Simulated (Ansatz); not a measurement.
Levels about the gap of amorphous Hf18O37Li2 (57 atoms in a cell of 722 Å³, 8.78 g/cm³; zone centre alone, so wide bands show as single levels with stretches between that a denser mesh fills), at the geometry that PBE relaxed, where it gives 1.3 GPa on a denser mesh. Exact exchange is cut at the faces of this small cell, which leaves a finite-size error. The participation number counts the atoms over which a state spreads; weights are charges in smoothed Voronoi cells. The levels come from a single point, so bond lengths are those of that geometry. Method of the levels: HSE06, scalar-relativistic without spin-orbit coupling (Ansatz, a program for electronic structure). Sampling: the zone centre alone; Fermi-Dirac width 0.02 eV; no spin polarisation.

It comes from a melt-quench run on a machine-learned potential (CHGNet), relaxed afterwards by DFT. O atoms were pushed apart under 1.9 Å during the dynamics, to hinder bonds among them. The hot cell started wider than the set density and was brought back towards it in steps. It is the lowest in DFT energy of 2 quenches. It is a model cell: composition and starting density were chosen by hand, and all elements were melted together. No dispersion term was used. Its density started from a set value of 8.78 and ended at 8.78 g/cm³. Cooling (nominally 300 K/ps over its main leg) ran many orders faster than in experiment, which tends to leave more defects and strain. One small periodic cell is one sample of the glass; other quenches scatter about these values. The volume was held where the preparation left it and the shape relaxed, at a PBE pressure of 1.3 GPa. Stress components on the final sampling reach 1.3 GPa.

| E - E(highest filled), eV | filling | participation number | largest on | weight O | weight Hf | weight Li |
|---|---|---|---|---|---|---|
| -0.35 | filled | 22.1 | O, 2 neighbours | 0.94 | 0.05 | 0.00 |
| -0.31 | filled | 12.8 | O, 3 neighbours | 0.95 | 0.05 | 0.00 |
| -0.26 | filled | 19.1 | O, 2 neighbours | 0.95 | 0.05 | 0.00 |
| -0.24 | filled | 9.0 | O, 2 neighbours | 0.94 | 0.06 | 0.00 |
| -0.13 | filled | 13.4 | O, 3 neighbours | 0.95 | 0.05 | 0.00 |
| -0.06 | filled | 9.7 | O, 3 neighbours | 0.95 | 0.04 | 0.01 |
| 0.00 | filled | 17.7 | O, 3 neighbours | 0.95 | 0.05 | 0.01 |
| 5.77 | empty | 32.2 | Hf, 6 neighbours | 0.52 | 0.44 | 0.04 |
| 5.80 | empty | 21.8 | Hf, 7 neighbours | 0.39 | 0.60 | 0.01 |
| 5.97 | empty | 19.1 | Hf, 6 neighbours | 0.38 | 0.60 | 0.01 |
| 6.11 | empty | 26.3 | Hf, 6 neighbours | 0.40 | 0.59 | 0.01 |
| 6.22 | empty | 25.1 | Hf, 5 neighbours | 0.38 | 0.61 | 0.01 |
| 6.24 | empty | 20.0 | Hf, 6 neighbours | 0.35 | 0.64 | 0.01 |
| 6.32 | empty | 25.2 | Hf, 6 neighbours | 0.39 | 0.61 | 0.01 |

Most localised among these is the filled level at -0.24 eV, on a O atom, which has 2 neighbours (Hf 1.94 Å, Hf 2.03 Å).
